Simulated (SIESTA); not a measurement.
A short convergence ladder for MgS (F-43m, 2 atoms in the cell)

```xyz
2
Lattice="0.0000 2.8473 2.8473 2.8473 0.0000 2.8473 2.8473 2.8473 0.0000" Properties=species:S:1:pos:R:3 pbc="T T T"
Mg     0.0000     0.0000     0.0000
S      4.2709     4.2709     4.2709
```

Base method: LDA PW92, numerical atomic orbitals DZP, PseudoDojo LDA standard norm-conserving potentials (rewritten from UPF to PSML) (SIESTA 5.4.2).

Base settings: XC.functional = LDA; XC.authors = PW92; potentials = PseudoDojo LDA standard; PAO.BasisSize = DZP; PAO.EnergyShift = 0.01 Ry; MeshCutoff = 350 Ry; kgrid.MonkhorstPack = 8 8 8; OccupationFunction = FD; ElectronicTemperature = 10 K; MaxSCFIterations = 150.

Core times come from one kind of shared machine, to one figure; runs under 30 s give none.

**The size of the supercell around a displaced atom**

On MgS (F-43m, 2 atoms in the cell), and larger cells.

In this ladder: ElectronicTemperature = 580.23 K.

Steps: 1 x 1 x 1 supercell, one Mg atom moved by 0.02 angstrom along z; 2 x 1 x 1 supercell, one Mg atom moved by 0.02 angstrom along z; and so on, with the mesh thinned in proportion.

Only quantities that move along the ladder and can be compared are tabulated.

| atoms | largest change of a force by the displacement (eV/Å) | core time / last (rough) |
|---|---|---|
| 2 | 0.1241 | – |
| 4 | 0.1336 | – |
| 8 | 0.1575 | – |
| 16 | 0.1423 | 0.3 |
| 24 | 0.1416 | 0.5 |
| 36 | 0.1430 | 1 |

Smallest size that holds the largest change of a force by the displacement within 0.005 eV/Å of the last step, with all finer ones: 16, at about 0.3 of the last step's time; the step before is off by 0.015 eV/Å.

On the base run: the starting cell comes from a database of computed structures (which also holds hypothetical and non-ambient phases and stackings), without a prior relaxation at this level. Its lattice was rescaled by up to half a per cent. Values carry the incompleteness of an atom-centred basis.
